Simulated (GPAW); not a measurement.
Band structure of WSi2 (I4/mmm, 3 atoms in the cell).

```xyz
3
Lattice="-1.6050 1.6050 3.9150 1.6050 -1.6050 3.9150 1.6050 1.6050 -3.9150" Properties=species:S:1:pos:R:3 pbc="T T T"
Si     0.0000     0.0000     5.2069
Si     0.0000     0.0000     2.6231
W      0.0000     0.0000     0.0000
```

Method: PBE, GPAW PAW datasets PBE (gpaw-data 1.0.1) (plane waves; GPAW).

Settings: mode = pw; ecut = 550 eV; xc = PBE; kpts = 10 10 10; mesh shift (steps) = 0 0 0; occupations.name = fermi-dirac; occupations.width = 0.1 eV; nbands = -9; convergence.density = 1e-05 e/electron; symmetry.symmorphic = false; symmetry.tolerance = 0.0005; maxiter = 120; bandpath_npoints = 40.

The starting cell has typed, rounded lattice constants, without a prior relaxation at this level. Spin-orbit coupling is off. Spin polarisation is off.

Levels in eV from the Fermi level, bands 8 to 15:
```tsv
point	8	9	10	11	12	13	14	15
Γ	-3.34	-2.84	-2.84	0.62	2.78	2.93	3.06	3.06
X	-5.49	-5.00	-3.27	-1.79	2.80	2.97	3.14	3.90
Y	-5.12	-4.08	-3.13	-2.34	1.97	2.13	3.04	5.15
S	-3.06	-2.71	-2.49	-0.32	1.79	2.52	3.56	4.42
Z	-2.56	-0.83	-0.83	-0.50	-0.50	0.80	4.51	4.90
S1	-3.06	-2.71	-2.49	-0.32	1.79	2.52	3.56	4.42
N	-4.89	-2.81	-2.76	-0.44	2.71	2.81	3.92	4.44
P	-6.60	-3.03	-2.45	-2.45	0.09	2.97	3.66	4.09
Y1	-5.12	-4.08	-3.13	-2.34	1.97	2.13	3.04	5.15
```

Bands cross the Fermi level along this path, so the cell is metallic at this level.
